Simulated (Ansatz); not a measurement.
SrMoO4 (I4₁/a, No. 88, 12 atoms in the cell; start mp-1179149) was calculated with LDA (plane waves, PAW; Ansatz, a program for electronic structure).

Numerical settings: plane-wave cutoff 500 eV, 8×8×10 k mesh (along the axes of the cell as run), gaussian smearing 0.02 eV, no spin polarisation, scalar-relativistic PAW data made under PBE.

Cell (relaxed at this level):

```xyz
12
Lattice="3.7596 -5.8200 -0.0195 3.7596 5.8200 -0.0195 -3.7402 0.0000 3.7790" Properties=species:S:1:pos:R:3 pbc="T T T"
Sr     2.8245     4.3650     0.9253
Sr     0.9545    -4.3650     2.8148
Mo     2.8245    -1.4550     0.9253
Mo     0.9545     1.4550     2.8148
O     -0.4779     2.4311     3.1613
O      4.2569    -2.4311     0.5788
O      2.3869     2.4311     2.4683
O      1.3921    -2.4311     1.2718
O      0.6080     0.4789     1.3824
O      3.1710    -0.4789     2.3577
O      5.0411     0.4789     0.4681
O     -1.2621    -0.4789     3.2719
```

**Question.** What does this level give for the band gap?

**Answer.** 
band gap: 3.71 eV (on the SCF k mesh)

Note: the relaxation could not lower the start's symmetry, so the cell can be a saddle point above a distorted one.

Spin–orbit coupling is not included.

The computed numbers hold no vibrational or temperature effects.

A start named mp-… is a Materials Project structure, which need not be a measured phase.
